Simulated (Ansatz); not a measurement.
CsCl-type CuZn was calculated with PBE-D3(BJ) (Ansatz, a program for electronic structure, PAW).

Run with plane-wave cutoff 520 eV, 18×18×18 k mesh, Fermi–Dirac smearing 0.05 eV, no spin polarisation, scalar-relativistic PAW data made under PBE.

Pressure at four volumes; x = ln(V/12.332 Å³). One pressure is withheld.

```tsv
V (Å³/atom)	x	P (GPa)
11.592	-0.0619	9.71
12.332	0.0000	0.00
12.825	0.0392	-4.78
13.072	0.0583	?
```

Problem. Pass a parabola P(x) through the three rows shown, estimate the bulk modulus and its pressure derivative near zero pressure, and predict the withheld pressure.

Solution. Slopes between the rows: (0.00 − (9.71))/(0.0000 − (-0.0619)) = -156.87 and (-4.78 − (0.00))/(0.0392 − (0.0000)) = -121.94 GPa. Their difference over the span 0.1011 is c = 34.93/0.1011 = 345.5 GPa, so P(x) = 9.71 + (-156.87)(x − (-0.0619)) + 345.5 (x − (-0.0619))(x − (0.0000)). At the middle row B = −dP/dx = −[-156.87 + 345.5 × 0.0619] = 135.5 GPa, and B′ = dB/dP = 2c/B = 5.1. At x = 0.0583 the parabola gives -6.72 GPa; the run gives -6.78 GPa. The Birch–Murnaghan fit to the energies at all volumes has B0 = 134 GPa and B′ = 5.0.

Measured, for comparison: bulk modulus 116 GPa (temperature not stated, not corrected to a static lattice; as tabulated in Nepal et al. (2020), arXiv:2007.11150). Computed (rounded) less measured: bulk modulus +16 %.
